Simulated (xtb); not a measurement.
xtb 6.7.1, GFN2-xTB: Ca(Cl)(Br)(NH3)2 ([NH3]->[Ca](<-[NH3])([Cl])[Br]), 11 atoms. The geometry is a generated start, not checked to be a minimum at this level.

- run flags = --grad
- method = GFN2-xTB
- --acc = 1 (default)
- --etemp (K) = 300 (default)
- basis functions = 44
- valence electrons = 32

```xyz
11

Ca    -0.6691     0.4818     0.6427
Cl    -2.0551     1.9093    -0.7065
Br    -0.1799    -0.6053     2.9242
N      1.6882     1.3612     0.0812
H      2.3836     1.0834     0.7721
H      1.6023     2.3743     0.1098
H      2.0410     1.1157    -0.8401
N     -1.1113    -1.7070    -0.6173
H     -1.7193    -2.2586    -0.0167
H     -0.3394    -2.3066    -0.9026
H     -1.6410    -1.4484    -1.4469
```

One run each on 1 thread. Values of broydamp tried: 0.02, 0.05, 0.1, 0.2, 0.4 (default), 0.6, 0.8, 1.

### Question
Which value of broydamp needs the fewest SCC iterations, and what happens away from it?

### Answer
Fewest SCC iterations, within one of each other: 0.2 with 18, 0.4 (default) with 17. The count rises to 28 at 0.02. All converge to one solution.

```csv
broydamp,SCC iterations,end
0.02,28,same solution
0.05,25,same solution
0.1,20,same solution
0.2,18,same solution
0.4 (default),17,same solution
0.6,19,same solution
0.8,19,same solution
1,19,same solution
```
